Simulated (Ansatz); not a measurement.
System: MgB6 (model structure, R3m, No. 160, 7 atoms in the cell). Method: LDA in Ansatz (plane waves, PAW).

Run with plane-wave cutoff 520 eV, 14×14×14 k mesh, Fermi–Dirac smearing 0.05 eV, scalar-relativistic PAW data made under PBE.

Cell (relaxed at this level):

```cif
data_B18Mg3
_chemical_formula_sum 'Mg3 B18'
_space_group_name_H-M_alt 'R3m :H'
_space_group_IT_number 160
_space_group_name_Hall 'R 3 -2"'
_cell_length_a 5.51582
_cell_length_b 5.51582
_cell_length_c 7.72239
_cell_angle_alpha 90.000
_cell_angle_beta 90.000
_cell_angle_gamma 120.000
loop_
_atom_site_label
_atom_site_type_symbol
_atom_site_symmetry_multiplicity
_atom_site_Wyckoff_symbol
_atom_site_fract_x
_atom_site_fract_y
_atom_site_fract_z
_atom_site_occupancy
Mg1 Mg 3 a 0.00000 0.00000 0.10377 1
B1 B 9 b 0.10487 0.20974 0.39772 1
B2 B 9 b 0.20647 0.10323 0.58178 1
```
(The calculation used a cell of 7 atoms; values per cell refer to that cell.)

Question: Estimate the band gap and Γ–Γ gap that the calculation returns.

Answer: 
* **band gap**: 1.18 eV (direct)
* **Γ–Γ gap**: 2.61 eV

Note: the relaxation could raise the start's symmetry but not lower it, so the cell can be a saddle point.

Static lattice: no zero-point or thermal effects.

It cost about 60 core-seconds (a rough figure) of CPU time.

A model structure was made by putting elements into a prototype or built by hand; it is no filed structure, need not be a known phase, and can be a saddle point held by its symmetry.

Ansatz is a first-principles code.
